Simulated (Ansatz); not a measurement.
Consider Li in the bcc (W type) structure (space group Im-3m, No. 229).

```xyz
1
Lattice="-1.7176 1.7176 1.7176 1.7176 -1.7176 1.7176 1.7176 1.7176 -1.7176" Properties=species:S:1:pos:R:3 pbc="T T T"
Li     0.0000     0.0000     0.0000
```

All numbers come from Ansatz (an electronic-structure program) PBE, spin-orbit coupling left out.

One change was made to it. Results:

```
quantity                             base       after
-----------------------------  ----------  ----------
shortest interatomic distance     2.975 Å     2.954 Å
density                        0.57 g/cm³  0.58 g/cm³
```

Task: What was done to the base?
(A) pressure 0.7 GPa
(B) pressure 7.5 GPa
(C) pressure 10 GPa
(D) pressure −1 GPa
(E) pressure 0.3 GPa

Result: E, pressure 0.3 GPa. For comparison, the shortest interatomic distance in the other runs: pressure −1 GPa gives 3.058 Å; pressure 0.7 GPa gives 2.929 Å; pressure 7.5 GPa gives 2.676 Å; pressure 10 GPa gives 2.620 Å.

Load acts through the strain it causes; cell and atoms are relaxed under it. No phonon test of stability was made. Measured, Li leaves this structure (for fcc) near 7.5 GPa (temperature not stated; as listed in Olga Degtyareva, NATO science for peace and security series. B, Physics and biophysics (2010)).
